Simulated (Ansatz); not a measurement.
**MoS2: response to strain**

The reference is MoS₂ in the 2H-MoS2 type structure (space group P6_3/mmc, No. 194; layered, stacked along the Cartesian z axis).

```xyz
6
Lattice="3.1732 0.0000 0.0000 -1.5866 2.7481 0.0000 0.0000 0.0000 12.4370" Properties=species:S:1:pos:R:3 pbc="T T T"
Mo     0.0000     1.8320     3.1092
Mo     1.5866     0.9160     9.3277
S      0.0000     1.8320     7.7719
S      1.5866     0.9160     1.5534
S      1.5866     0.9160     4.6651
S      0.0000     1.8320    10.8836
```

Cartesian axes are those of the cell as printed.

Strains are applied to the cell and any free atomic positions relax; under biaxial strain the out-of-plane vector relaxes too; under stress the whole cell relaxes.

Levels (all Ansatz, an electronic-structure program, PAW, earlier PAW set): r2SCAN+rVV10 (500 eV, no SOC); HSE06 (420 eV, no spin-orbit coupling).

Band gaps by level, all at the geometries relaxed with r2SCAN+rVV10:

```csv
case,r2SCAN+rVV10,HSE06
base,1.01 eV,1.47 eV
"biaxial strain −3.04 %, plane normal [001], relaxed out of plane",1.16 eV,…
"uniaxial stress, 3 GPa compression along x",1.03 eV,…
```

Q: Complete the table.

A: 
- biaxial strain −3.04 %, plane normal [001], relaxed out of plane, HSE06: 1.64 eV
- uniaxial stress, 3 GPa compression along x, HSE06: 1.51 eV

Single points use the geometry relaxed with r2SCAN+rVV10. HSE06 was sampled on its mesh, a few special points and the semilocal edge points, so its gap is an upper bound. Stability under load was not tested beyond the relaxation.
